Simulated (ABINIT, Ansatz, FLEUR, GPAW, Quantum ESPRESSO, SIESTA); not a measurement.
## MgCdS2 (P4/mmm, 4 atoms in the cell) computed with different codes at matched settings

Self-consistent single point.

```
MgCdS2
1.0
    3.80768     0.00000     0.00000
    0.00000     3.80768     0.00000
    0.00000     0.00000     5.38570
Mg Cd S
1 1 2
Cartesian
  1.90384   1.90384   2.69285
  0.00000   0.00000   0.00000
  0.00000   0.00000   2.69285
  1.90384   1.90384   0.00000
```

Shared settings, as Ansatz (an electronic-structure program) writes them: kpoints.mp_grid.grid = 3 3 2; scf.occupations.method = fixed. Potentials and cutoffs stand in the table.

```tsv
code	model	pressure (GPa)	gap on the mesh (eV)	cutoff
GPAW	PBEsol, GPAW PAW datasets PBEsol (made by gpaw-setup)	-2.90	0.781	800 eV
Quantum ESPRESSO	PBEsol, PseudoDojo standard norm-conserving (PBESOL) pseudopotentials	-2.75	0.797	105 Ry
ABINIT	PBEsol, PAW (JTH v2.0 PBE PAW, files made for PBE)	-2.73	0.778	21 Ha
FLEUR	PBEsol, all-electron FLAPW (FLEUR), scalar-relativistic valence	–	0.814	Kmax 4.2 1/bohr
Ansatz	PBEsol, PAW files made with PBE	-2.80	0.797	default
SIESTA	GGA PBEsol, numerical atomic orbitals DZP, PseudoDojo PBEsol standard norm-conserving potentials (rewritten from UPF to PSML)	-4.43	0.933	grid 350 Ry
```

A dash marks a value that a program does not give, or that is left out as unsure.

Gaps are read on the mesh. Another mesh or the band path gives a smaller gap, so these values are not converged in the mesh.

The spread over the programs that give each value: pressure within 1.70 GPa; gap on the mesh within 0.155 eV.

SIESTA uses small atom-centred bases, whose incompleteness enters pressures, forces and empty levels differently from a plane-wave cutoff. FLEUR treats all electrons, but the usual bases taken here (sphere radii, linearisation, local orbitals, empty states) were not tested for convergence, so the values are no reference for the others. Ansatz's pressure is given at a fixed set of plane waves, as the other plane-wave codes print theirs. In the pressure, SIESTA (by 1.65) lies more than 1 GPa from the median of the plane-wave programs. In the gap, SIESTA (by 0.144) lies more than 0.12 eV from the median of the plane-wave programs.

On the base mesh (5 5 3) the same programs gave: Ansatz pressure -3.15 GPa, gap on the mesh 0.716 eV; Quantum ESPRESSO pressure -3.09 GPa, gap on the mesh 0.717 eV; ABINIT pressure -3.08 GPa, gap on the mesh 0.696 eV; GPAW pressure -3.25 GPa, gap on the mesh 0.700 eV; FLEUR gap on the mesh 0.733 eV; SIESTA pressure -4.86 GPa, gap on the mesh 0.861 eV.

The values differ from the base mesh's, so the mesh still matters here: the table compares the programs at equal settings.

The starting cell comes from a database of computed structures (which also holds hypothetical and non-ambient phases and stackings), without a prior relaxation at this level.

Left out of this page: CP2K (on another mesh).

Keys are those of Ansatz 0.2.
